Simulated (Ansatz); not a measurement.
We consider spinel GeFe₂O₄, described by PBEsol-D3(BJ) (Ansatz, a program for electronic structure, plane waves, PAW).

Run with plane-wave cutoff 520 eV, 12×12×12 k mesh, Fermi–Dirac smearing 0.05 eV, spin-polarised with parallel moments, scalar-relativistic PAW data made under PBE.

Computed at the level's own relaxed cell.

Question: What does this level give for the volume per atom, bulk modulus, lattice parameter a and pressure derivative B′ of the bulk modulus?

Answer: 
volume per atom: 10.23 Å³/atom
bulk modulus: 200 GPa
lattice parameter a: 8.306 Å
pressure derivative B′ of the bulk modulus: 4.6

Note: the magnetic order was assumed, not searched for or taken from measurement; functionals without U or exact exchange can leave correlated insulators metallic, so the missing gap need not be real.

Computed values are for the static lattice.

The result took about 40 core-minutes (a rough figure).
